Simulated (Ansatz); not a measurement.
Take Hf in the hcp (Mg type) structure (space group P6_3/mmc, No. 194; a = 3.158 Å, c = 5.004 Å; relaxed with 0.1 eV smearing) as the base.

Level of theory: PBEsol/PAW in Ansatz (an electronic-structure program), scalar-relativistic without spin-orbit coupling.

Base values:

| Property | Result |
|---|---|
| Pressure | 0.0 GPa |
| Band gap | zero |

Modification: an isotropic linear strain of +0.50 %, atoms relaxed at fixed cell.

Task: What does the calculation give for the pressure, energy relative to the base and band gap after the change?

Result: The pressure (mean of the normal stresses, compression positive) goes from zero to -1.6 GPa; the energy rises by 1.7 meV/atom; the band gap is still zero.

No phonon test of stability was made. All final runs are without spin polarisation.
